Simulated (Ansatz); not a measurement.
## Effective masses and thermopower of AlAs under load (space group I-4m2)

Consider the following.

```yaml
crystal:
  lattice:
    - [0.00000, 2.86421, 2.81011]
    - [2.86421, 0.00000, 2.81011]
    - [2.86421, 2.86421, 0.00000]
  atoms:
    - { symbol: Al, position: [0.00000, 0.00000, 0.00000] }
    - { symbol: As, position: [0.75000, 0.75000, 0.75000] }
```

Calculation: PBEsol with spin-orbit coupling, rigid bands (plane waves, PAW; Ansatz, a first-principles code). Condition of this run: biaxial stress xx = yy = -1 GPa (compression positive) (the target of the relaxation). How the cell was made: cell and atoms relaxed with PBEsol, then loaded as said.

| Quantity | Value |
|---|---|
| band gap | 1.17 eV |
| electron conductivity mass (300 K, dilute) | 0.26 (x), 0.26 (y), 0.76 (z) mₑ |
| hole conductivity mass (300 K, dilute) | 0.60 (x), 0.60 (y), 0.46 (z) mₑ |
| effective density of states N_c (300 K) | 6.3e18 cm⁻³ |
| effective density of states N_v (300 K) | 9.8e18 cm⁻³ |
| density-of-states mass, electrons | 0.40 mₑ |
| density-of-states mass, holes | 0.53 mₑ |
| Seebeck coefficient, n-type 1e19 cm⁻³, 300 K | -219 μV/K |
| best n-type power factor at 300 K for τ = 10 fs (best axis; densities from 1e16 to 1e21 cm⁻³ tried, whether or not they can be reached) | 7.9 μW/(cm·K²) at 1e20 cm⁻³ |
| Seebeck coefficient, p-type 1e19 cm⁻³, 300 K | 278 μV/K |
| best p-type power factor at 300 K for τ = 10 fs (best axis; densities from 1e16 to 1e21 cm⁻³ tried, whether or not they can be reached) | 10.9 μW/(cm·K²) at 3e20 cm⁻³ |

Rigid bands; masses and Seebeck coefficients take one relaxation time τ for all states and one kind of carrier; polarons and phonon drag are left out.
